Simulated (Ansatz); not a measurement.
Abridged Ansatz (a first-principles code) output:

```
Relaxation: its limit of steps is 50 (relax.max_steps)
Pseudopotential: Cd, paw, valence charge 20
Pseudopotential: Ge, paw, valence charge 14
Pseudopotential: As, paw, valence charge 15
Crystal: 8 atoms, lattice volume = 214.818 Å³
Basis set: ecut = 420 eV, 4219 PW (Γ), exchange–correlation on 100×100×100 points (8 copies of the dense FFT grid, shifted against one another)
Bands: 77, of which v1, the nominal top of the filled ones, is band 64 counted from 1 (63 counted from 0)
Symmetry: 8 space group operations
k-points: 59 of 512 (time reversal used)
Functional: x = pbe(κ = 0.804, μ = 0.2195149727645171), c = pbe(β = 0.06672455060314922)
SCF iter   1: F=—  HF=-44524.172796 eV  |F-HF|=—  |Δ(HF+E_count)|=         —  Δρ=1.21e-3  dr2=5.52e-3  ethr=1.77e-3  ⟨swp⟩=6.0  Hψ=15531  notcnv=0  defer=7
SCF iter   2: F=—  HF=-44524.173733 eV  |F-HF|=—  |Δ(HF+E_count)|=   9.37e-4  Δρ=6.55e-4  dr2=1.48e-3  ethr=4.31e-6  ⟨swp⟩=2.0  Hψ=6786  notcnv=0  defer=46
SCF 1 converged in 9 iterations: F = -44524.173715 eV  dr2 = 7.29e-10
relax step   1: F+E_penalty+E_count = -44524.17371489 eV  Δ(F+E_penalty+E_count) = +0.000e0 eV  max|allowed force component| = 1.363e-2 eV/Å  Δτ_max = 0.0000 Å  (9 SCF iters, accepted)
Crystal: 8 atoms, lattice volume = 214.818 Å³
SCF iter   1: F=—  HF=-44524.173779 eV  |F-HF|=—  |Δ(HF+E_count)|=         —  Δρ=9.73e-5  dr2=1.26e-5  ethr=9.76e-9  ⟨swp⟩=2.0  Hψ=12122  notcnv=0  defer=320
SCF iter   2: F=—  HF=-44524.173777 eV  |F-HF|=—  |Δ(HF+E_count)|=   2.96e-6  Δρ=5.28e-5  dr2=3.73e-6  ethr=9.76e-9  ⟨swp⟩=1.0  Hψ=4223  notcnv=0  defer=320
SCF 2 converged in 6 iterations: F = -44524.173757 eV  dr2 = 5.30e-10
relax step   2: F+E_penalty+E_count = -44524.17375715 eV  Δ(F+E_penalty+E_count) = -4.227e-5 eV  max|allowed force component| = 3.824e-3 eV/Å  Δτ_max = 0.0022 Å  (6 SCF iters, accepted)
SCF converged after 6 iterations
Free energy (F): -44524.173757 eV
Internal energy: -44524.172944 eV  (E = F + TS)
E sigma→0 (E₀):  -44524.173351 eV
Entropy (-TS):   -0.000813 eV (-0.102 meV/atom)
Fermi energy:    7.785348 eV
--- Forces (eV/Å), atoms counted from 1 ---
  atom   1  Cd     0.00000000     0.00000000     0.00000000
  atom   2  Cd     0.00000000    -0.00000000     0.00000000
  atom   3  Ge     0.00000000     0.00000000     0.00000000
  atom   4  Ge    -0.00000000    -0.00000000     0.00000000
  atom   5  As    -0.00382438    -0.00000000     0.00000000
  atom   6  As    -0.00000000     0.00382438    -0.00000000
  atom   7  As     0.00382438    -0.00000000     0.00000000
  atom   8  As     0.00000000    -0.00382438    -0.00000000
--- Stress (GPa, compression-positive) ---
       -0.861066       0.000000       0.000000
        0.000000      -0.861066       0.000000
        0.000000       0.000000      -1.556162
  P = ⅓ Tr σ = -1.0928 GPa (-10.928 kbar)
--- Relaxed structure (2 steps of the walk, 2 accepted, 0 SCFs on fresh bases) ---
  atoms:
    - { symbol: Cd, position: [-9.131029432358494e-35, -8.963777629181419e-21, -8.963777629181518e-21] }
    - { symbol: Cd, position: [0.7500000000000001, 0.24999999999999997, 0.5000000000000001] }
    - { symbol: Ge, position: [0.5, 0.5, -8.963777629181471e-21] }
    - { symbol: Ge, position: [0.24999999999999997, 0.7500000000000001, 0.5000000000000001] }
    - { symbol: As, position: [0.875, 0.8486322989635356, 0.47363229896353565] }
    - { symbol: As, position: [0.1513677010364644, 0.625, 0.026367701036464353] }
    - { symbol: As, position: [0.375, 0.40136770103646435, 0.5263677010364645] }
    - { symbol: As, position: [0.5986322989635358, 0.12500000000000003, 0.9736322989635358] }
```

Q: What was computed, and what are the main results?

A: CdGeAs2, 8 atoms in the cell, with PBE in Ansatz (plane waves to 420 eV, PAW, scalar-relativistic without spin-orbit coupling). The last SCF converged to F = -44524.173757 eV, or -5565.5217 eV per atom, at a pressure of -1.09 GPa. The total energy compares only with runs of the same code, potentials and settings.

The cells carry an imposed strain or load. Whether these cells are dynamically stable was not tested. The cell was made from CdGeAs2 in the chalcopyrite structure (space group I-42d, No. 122) by this change: uniaxial strain ε_zz = +2.25 %.

Keys are those of Ansatz 0.2.
